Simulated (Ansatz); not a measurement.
Here is the system:

```xyz
2
Lattice="0.0000 2.9332 2.9332 2.9332 0.0000 2.9332 2.9332 2.9332 0.0000" Properties=species:S:1:pos:R:3 pbc="T T T"
Na     0.0000     0.0000     0.0000
Cl     2.9332     2.9332     2.9332
```

No spin polarisation.

Level of theory: PBE in Ansatz (plane waves to 420 eV, PAW, spin-orbit coupling left out). Γ-centred 10×10×10 mesh, Fermi–Dirac width 0.05 eV.

Problem. What is the computed pressure?

Solution. -1.71 GPa.

Problem. Predict the band gap.

Solution. 4.69 eV.

Problem. Estimate the gap character.

Solution. Direct at Γ.

Problem. What is the computed electron mass?

Solution. 0.41 mₑ (at Γ).

The cells carry an imposed strain or load. Effective masses come from finite differences of ±0.01 Å⁻¹. Stability against distortions was not tested. The cell was made from NaCl in the rock salt structure (space group Fm-3m, No. 225) by this change: isotropic strain +3.00 %.

Ansatz is a quantum-chemistry and plane-wave program.
